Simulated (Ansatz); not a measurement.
The starting structures come from a database of crystals and need not be the phases stable at ambient conditions.

The decay constant κ of evanescent states in the gap governs leakage through a thin film.

```
CELL_PARAMETERS angstrom
      3.85227     0.00000     0.00000
      0.00000    11.93047     0.00000
      0.00000     0.00000     5.57166
ATOMIC_POSITIONS crystal
  Pb 0.52874 0.63576 0.39094
  Pb 0.02874 0.36424 0.60906
  Pb 0.02874 0.13576 0.10906
  Pb 0.52874 0.86424 0.89094
  C  0.02875 0.89723 0.38064
  C  0.52875 0.10277 0.61936
  C  0.52875 0.39723 0.11936
  C  0.02875 0.60277 0.88064
  N  0.52875 0.06127 0.82518
  N  0.02875 0.93873 0.17482
  N  0.02875 0.56127 0.67482
  N  0.52875 0.43873 0.32518
  N  0.52875 0.35084 0.92378
  N  0.02875 0.64916 0.07622
  N  0.02875 0.85084 0.57622
  N  0.52875 0.14916 0.42378
```

Space group of this cell: Pnma. The cell was relaxed by PBE-D3(BJ); by r2SCAN its mean pressure is -1.5 GPa.

Transport runs along the normal of the first two printed cell vectors.

The gap is the functional's own. No spin-orbit coupling. Mid-gap values are interpolated on the energy grid.

Compute, with r2SCAN run with Ansatz (a program for electronic structure), the band gap and the smallest decay constant κ at mid-gap.

Gap 1.96 eV on a 8×4×6 mesh; κ = 0.215 1/Å, at (0.500, 0.000) of the in-plane reciprocal vectors. At the zone centre, at the nearest computed energy, the slowest state has κ = 0.34 1/Å.
